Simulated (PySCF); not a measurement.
PySCF 2.14.0, B3LYP/def2-svp, df: octasulfur (S1SSSSSSS1), 8 atoms. The geometry is a generated start, not checked to be a minimum at this level.

```
Property                       Value
-------------------  ---------------
task                          energy
method                         b3lyp
basis                       def2-svp
two-electron scheme  density fitting
mol.max_memory               3000 MB
mf.max_cycle                     100
mf.init_guess        minao (default)
mf.conv_tol          1e-09 (default)
mf.grids.level           3 (default)
basis functions                  144
grid points                   151040
```

```xyz
8

S      1.7547    -1.7865     0.1067
S      1.5272    -0.0421     1.1404
S      1.9163     1.6169     0.0217
S      0.1183     2.0699    -0.9745
S     -1.3595     1.7761     0.4159
S     -2.3704     0.1061    -0.2437
S     -1.5305    -1.6443     0.4424
S     -0.0560    -2.0961    -0.9090
```

With the defaults (mf.DIIS = CDIIS, mf.diis = true, mf.diis_damp = 0, mf.level_shift = 0, mf.damp = 0, mf.diis_start_cycle = 1, mf.diis_space = 8, newton = off) it converges in 12 Fock builds. One run each on 2 threads, 1 BLAS thread, with these changes:
- mf.diis_damp = 0.3
- mf.diis = false
- mf.level_shift = 1 Hartree
- mf.damp = 0.3, mf.diis_start_cycle = 4
- mf.DIIS = EDIIS
- mf.level_shift = 0.3 Hartree
- mf.diis_space = 3
- newton = Hessian by the SCF's own integrals
- mf.level_shift = 0.1 Hartree

Which of these changes keep the SCF from converging, or lead it to another solution?

No convergence: mf.DIIS = EDIIS; mf.diis = false (the run ends without SCF convergence in 100 cycles). The rest reach the solution of the defaults.

```
setting                                      Fock builds             end
-------------------------------------------  -----------  --------------
the defaults                                          12   same solution
mf.diis_damp = 0.3                                    12   same solution
mf.level_shift = 0.1 Hartree                          13   same solution
mf.damp = 0.3, mf.diis_start_cycle = 4                13   same solution
mf.diis_space = 3                                     18   same solution
mf.level_shift = 0.3 Hartree                          19   same solution
newton = Hessian by the SCF's own integrals           19   same solution
mf.level_shift = 1 Hartree                            47   same solution
mf.DIIS = EDIIS                                      101  no convergence
mf.diis = false                                      101  no convergence
```

Under newton the count holds the products with the orbital Hessian.
